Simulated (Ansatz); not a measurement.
The structure below was relaxed with plane-wave PAW DFT at the PBE level (Ansatz, a quantum-chemistry and plane-wave program, 420 eV), no spin-orbit coupling, earlier PAW set, at pressure −1 GPa.

Space group P4₂/nmc, origin choice 1 (No. 137); a = 3.6263 Å, b = 3.6263 Å, c = 5.3028 Å, α = 90.00°, β = 90.00°, γ = 90.00°

```json
[
 {"atom": "Zr", "site": "2a", "symmetry": "-4m2", "x": "0.0000", "y": "0.0000", "z": "0.0000"},
 {"atom": "O", "site": "4d", "symmetry": "2mm.", "x": "0.0000", "y": "0.5000", "z": "0.1910"}
]
```

### Question
Write out a cell with all atoms.

### Answer
```
ZrO2
1.0
    3.62634     0.00000     0.00000
    0.00000     3.62634     0.00000
    0.00000     0.00000     5.30281
Zr O
2 4
Direct
  0.00000   0.00000   0.00000
  0.50000   0.50000   0.50000
  0.00000   0.50000   0.19099
  0.00000   0.50000   0.69099
  0.50000   0.00000   0.30901
  0.50000   0.00000   0.80901
```
This is the conventional cell.

Load acts through the strain it causes; cell and atoms are relaxed under it. No phonon test of stability was made. The cell was made from ZrO2 (space group P4_2/nmc, No. 137) by this change: pressure −1 GPa. This is not the structure that ZrO2 has at room temperature and ambient pressure.
